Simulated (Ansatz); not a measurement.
The structure below was relaxed with DFT with r2SCAN, PAW potentials and a 500 eV plane-wave cutoff in Ansatz (a first-principles code), spin-orbit coupling left out, at pressure 2.1 GPa.

```
CELL_PARAMETERS angstrom
      3.22091     0.00000     0.00000
     -1.61045     2.78939     0.00000
      0.00000     0.00000     5.18655
ATOMIC_POSITIONS crystal
  Zn 0.66667 0.33333 0.00246
  Zn 0.33333 0.66667 0.50246
  O  0.66667 0.33333 0.62274
  O  0.33333 0.66667 0.12274
```

Q: Find the space group and the Wyckoff positions.

A: Space group P6₃mc (No. 186); a = b = 3.2209 Å, c = 5.1866 Å, α = β = 90.00°, γ = 120.00°

| atom | site | symmetry | x | y | z |
|---|---|---|---|---|---|
| Zn | 2b | 3m. | 0.6667 | 0.3333 | 0.0025 |
| O | 2b | 3m. | 0.3333 | 0.6667 | 0.1227 |

Load acts through the strain it causes; cell and atoms are relaxed under it. No phonon test of stability was made. Tetrahedral semiconductors of this kind turn to denser phases somewhere between about 1 and 50 GPa; those were not computed, so compressed cells here can lie past the real transition. The cell was made from ZnO in the wurtzite structure (space group P6_3mc, No. 186) by this change: pressure 2.1 GPa.
